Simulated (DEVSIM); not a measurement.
Device: Schottky contact on p-type InP, at 300 K.

| layer (left to right) | material | thickness (μm) | Na (cm⁻³) | τn (s) | τp (s) |
|---|---|---|---|---|---|
| 1 | InP | 5.30 | 5.6e16 | 5e-10 | 5e-10 |
| 2 | InP | 2.00 | 1.9e18 | 5e-10 | 5e-10 |

Left contact: Schottky, work function 4.894 eV, emission velocity 8.8e6 cm/s. Right contact: ohmic. Voltage is applied to the left contact. Recombination: SRH at mid-gap, Auger. Mobility is μmin + (μ − μmin)/(1 + (N/Nref)^α).

The device is made up for the run: typed textbook-type constants, with dimensions and the other settings drawn at random. Values at 300 K; Nc and Nv go as T^1.5, mobilities as T to minus their exponent, the gap by Varshni's rule with the affinity fixed.

```tsv
parameter	InP
gap (eV)	1.344
affinity (eV)	4.38
permittivity	12.5
Nc (cm⁻³)	5.7e17
Nv (cm⁻³)	1.1e19
μn (cm²/Vs)	5200
μp (cm²/Vs)	170
μn,min	400
μp,min	10
Nref,n	3e17
Nref,p	4.9e17
αn	0.47
αp	0.62
T exponent of μn	2
T exponent of μp	2
Cn (cm⁶/s)	9e-31
Cp (cm⁶/s)	9e-31
Varshni α (eV/K)	0.000363
Varshni β (K)	162
```

Model (solved in DEVSIM): 1D drift-diffusion, Boltzmann statistics, complete ionisation; no tunnelling, impact ionisation, image-force lowering or self-heating. Metal contacts follow the ideal Schottky-Mott rule: no Fermi-level pinning, no interface dipoles.

Base results: dark forward voltage at 1 A/cm² (V) 0.422; dark forward voltage at 100 A/cm² (V) 0.592; potential step across the device at zero bias (V) 0.785.

Question: What follows from this one change: doping Na of layer 1 5.6e+16 → 1.7e+16 cm^-3?

Answer: dark forward voltage at 1 A/cm² 0.422 → 0.432 V; dark forward voltage at 100 A/cm² 0.592 → 0.688 V; potential step across the device at zero bias little changed (0.785 V).

Question: What follows from this one change: metal work function 4.894 → 5.044 eV?

Answer: dark forward voltage at 1 A/cm² 0.422 → 0.272 V; dark forward voltage at 100 A/cm² 0.592 → 0.442 V; potential step across the device at zero bias 0.785 → 0.635 V.

Question: What follows from this one change: temperature 300 → 350 K?

Answer: dark forward voltage at 1 A/cm² 0.422 → 0.334 V; dark forward voltage at 100 A/cm² 0.592 → 0.542 V; potential step across the device at zero bias 0.785 → 0.754 V.

Question: What follows from this one change: constant mobility in place of the doping-dependent one?

Answer: dark forward voltage at 1 A/cm² little changed (0.419 V); dark forward voltage at 100 A/cm² 0.592 → 0.580 V; potential step across the device at zero bias little changed (0.785 V).
